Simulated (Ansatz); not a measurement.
Functionals compared on CH3 on the 1x1 (110) surface of bcc W, one in a 2x2 cell, started at the site 'bridge W-W (span 2.8 Å)', in Ansatz (plane waves, PAW). The structure was relaxed with PBE; the other rows are single points on it, each with its references at the same level. Cutoff 420 eV (500 eV for r2SCAN).

Set-up: 20 atoms, 6.6 Å thick at the start under the adsorbate (thin: gaps and levels are the slab's own); mesh 6x6x1; 0.1 eV smearing; dipole correction on; 8 atoms held, the rest relaxed; no symmetry held; no spin, no spin-orbit, no U, no dispersion correction. At the end it is bonded to 3 W. In PBE it is, or lies within 0.03 eV of, the lowest of the starts that converged. These notes are the PBE run's. Adsorption energies are against CH4(g) − ½ H2(g). A negative adsorption energy means that the adsorbate is more stable on the surface than in its reference.

| functional | adsorption energy (eV) | work function of the top face (eV) | change of the work function (eV) | rough cost of the single point |
|---|---|---|---|---|
| PBE | -0.01 | 3.70 | -1.12 | – |
| RPBE | 0.29 | 3.60 | -1.09 | about 3 core-minutes (a rough figure) |
| r2SCAN | -0.18 | 3.71 | -1.18 | very roughly 7 core-minutes |

Ansatz is a program for electronic structure.
